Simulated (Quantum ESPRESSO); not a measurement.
A self-consistent single point of Al3Sc (Pm-3m, 4 atoms in the cell) with Quantum ESPRESSO.

Level of theory: PBE, PseudoDojo standard norm-conserving (PBE) pseudopotentials (plane waves; Quantum ESPRESSO).

The change in words: lattice scaled by 0.98. Reference geometry:
```
CELL_PARAMETERS angstrom
      4.07827     0.00000     0.00000
      0.00000     4.07827     0.00000
      0.00000     0.00000     4.07827
ATOMIC_POSITIONS crystal
  Sc 0.00000 0.00000 0.00000
  Al 0.00000 0.50000 0.50000
  Al 0.50000 0.00000 0.50000
  Al 0.50000 0.50000 0.00000
```

Reference input (self-consistent single point, DFT, PBE, plane waves, PseudoDojo standard norm-conserving (PBE) pseudopotentials): ecutwfc = 80 Ry; occupations = smearing; smearing = gauss; degauss = 0.019992 Ry; potentials = {Sc: Sc.upf, Al: Al.upf}; K_POINTS = automatic 8 8 8 0 0 0; conv_thr = 1e-09 Ry. This run's input differs from it in these lines:

```diff
@@ -31,5 +31,5 @@
 CELL_PARAMETERS angstrom
-   4.0782700000     0.0000000000     0.0000000000
-   0.0000000000     4.0782700000     0.0000000000
-   0.0000000000     0.0000000000     4.0782700000
+   3.9967050000     0.0000000000     0.0000000000
+   0.0000000000     3.9967050000     0.0000000000
+   0.0000000000     0.0000000000     3.9967050000
```

Output, abridged:

```
     Self-consistent Calculation

     iteration #  1     ecut=    80.00 Ry     beta= 0.70

     Threshold (ethr) on eigenvalues was too large:
     Diagonalizing with lowered threshold

     total energy              =    -110.80695768 Ry
     estimated scf accuracy    <       0.04667792 Ry

     iteration #  2     ecut=    80.00 Ry     beta= 0.70

     total energy              =    -110.81196991 Ry
     estimated scf accuracy    <       0.04319060 Ry

     iteration #  3     ecut=    80.00 Ry     beta= 0.70

     total energy              =    -110.82016409 Ry
     estimated scf accuracy    <       0.00069487 Ry

   [... 14 blocks of this kind left out ...]

     iteration # 18     ecut=    80.00 Ry     beta= 0.70

     total energy              =    -110.82118553 Ry
     estimated scf accuracy    <       0.00000044 Ry

     iteration # 19     ecut=    80.00 Ry     beta= 0.70
     End of self-consistent calculation

     the Fermi energy is    10.0067 ev

!    total energy              =    -110.82118563 Ry
     estimated scf accuracy    <          9.2E-10 Ry
     smearing contrib. (-TS)   =      -0.00334079 Ry
     internal energy E=F+TS    =    -110.81784484 Ry

     convergence has been achieved in  19 iterations

     Forces acting on atoms (cartesian axes, Ry/au):

     atom    1 type  1   force =     0.00000000    0.00000000    0.00000000
   [... zero for the other atoms too ...]

     Total force =     0.000000     Total SCF correction =     0.000000

          total   stress  (Ry/bohr**3)                   (kbar)     P=       80.97
   0.00055039   0.00000000   0.00000000           80.97        0.00        0.00
   0.00000000   0.00055039   0.00000000            0.00       80.97        0.00
   0.00000000   0.00000000   0.00055039            0.00        0.00       80.97

   JOB DONE.
```

The run converged in 19 iterations. Against the reference run the free energy goes up by 29.6 meV/atom and the pressure goes from 1.71 to 8.10 GPa.

The starting cell has typed, rounded lattice constants, without a prior relaxation at this level. Its lattice was rescaled by a random factor within 2.5 % of one. For this run, on top of that: lattice scaled by 0.98. With a pressure of about 8 GPa the cell is away from its equilibrium volume at this level.

Cost on one core of a shared machine: roughly 2 min.
